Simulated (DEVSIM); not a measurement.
Structure: Schottky contact on p-type GaAs, at 400 K.

Layer 1 from the left is GaAs, thickness (μm) 0.520, Na (cm⁻³) 2.3e17, τn (s) 1.5e-8, τp (s) 1.5e-8. Layer 2 from the left is GaAs, thickness (μm) 0.740, Na (cm⁻³) 1.2e18, τn (s) 1.5e-8, τp (s) 1.5e-8.

Left contact: Schottky, work function 4.414 eV, emission velocity 9.6e6 cm/s. Right contact: ohmic. Voltage is applied to the left contact. Recombination: SRH at mid-gap, Auger. Mobility is μmin + (μ − μmin)/(1 + (N/Nref)^α).

This is a model device: material constants are rounded textbook-type values typed into the input, and sizes, dopings and lifetimes were drawn at random. Values at 300 K; Nc and Nv go as T^1.5, mobilities as T to minus their exponent, the gap by Varshni's rule with the affinity fixed.

GaAs: gap (eV) 1.424, affinity (eV) 4.07, permittivity 12.9, Nc (cm⁻³) 4.7e17, Nv (cm⁻³) 9e18, μn (cm²/Vs) 8500, μp (cm²/Vs) 400, μn,min 500, μp,min 20, Nref,n 6e16, Nref,p 1.5e17, αn 0.39, αp 0.38, T exponent of μn 2.1, T exponent of μp 2.2, Cn (cm⁶/s) 1e-30, Cp (cm⁶/s) 1e-30, Varshni α (eV/K) 0.000541, Varshni β (K) 204.

DEVSIM, 1D drift-diffusion, Boltzmann statistics, complete ionisation; no tunnelling, impact ionisation, image-force lowering or self-heating. Metal contacts follow the ideal Schottky-Mott rule: no Fermi-level pinning, no interface dipoles.

Dark forward current:

| |V| (V) | |J| (A/cm²) |
|---|---|
| 0.05 | 4.794e-6 |
| 0.10 | 2.494e-5 |
| 0.15 | 0.0001098 |
| 0.20 | 0.0004672 |
| 0.25 | 0.001971 |
| 0.30 | 0.008286 |
| 0.35 | 0.03475 |
| 0.40 | 0.1454 |
| 0.45 | 0.6060 |
| 0.50 | 2.513 |
| 0.55 | 10.32 |
| 0.60 | 41.51 |
| 0.65 | 158.0 |
| 0.70 | 523.2 |
| 0.75 | 1359 |
| 0.80 | 2719 |

### Question
Work out the local ideality factor n = ΔV / (kT/q · ln(J2/J1)) between the rows 0.15 and 0.20 V, 0.75 and 0.80 V.

### Answer
kT/q = 34.47 mV. From 0.15 to 0.20 V: ln(0.0004672/0.0001098) = 1.448, n = 1.00, near the 1 of diffusion or emission over a barrier. From 0.75 to 0.80 V: ln(2719/1359) = 0.694, n = 2.09; the layers' resistance at their doping, Σ W/(qμN) = 1.9e-5 Ω cm², would take 26 mV of this step of 50 mV.

### Question
Estimate the current at 0.35 V for emission alone, J0 = q v N_band exp(−φB/kT), and read the barrier back from the simulated current.

### Answer
φB = 1.033 eV, N_band = 1.39e19 cm⁻³, J0 = 2.04e-6 A/cm²; J = J0 (exp(qV/kT) − 1) = 0.0524 A/cm². The simulation gives 0.0348 A/cm²; the estimate lies 51 % above. Read backwards, the simulated current gives an apparent barrier of 1.047 eV. The estimate leaves out transport through the depletion region and minority injection.
